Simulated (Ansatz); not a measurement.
Start from WSi2 (space group I4/mmm, No. 139; a = 3.229 Å, c = 7.870 Å; relaxed with 0.1 eV smearing). Axes: x, y, z lie along a, b, c of the conventional cell.

All numbers come from PBE (Ansatz, a quantum-chemistry and plane-wave program; PAW; 420 eV plane waves; spin-orbit coupling left out).

Before the change:

The band gap is zero.

One thing is altered: compressive biaxial strain of 1.50 % in the plane normal to [001], as in epitaxy on a mismatched substrate; the out-of-plane cell vector and the atoms relax.

Problem. What does the calculation give for the energy relative to the base, ratio −ε⊥/ε∥, band gap and in-plane stress after the change?

Solution. The energy goes up by 9.9 meV/atom; the ratio −ε⊥/ε∥ amounts to 0.39; the band gap is still zero; the mean in-plane stress (compression positive) amounts to +7.9 GPa.

No phonon test of stability was made. All final runs are without spin polarisation.
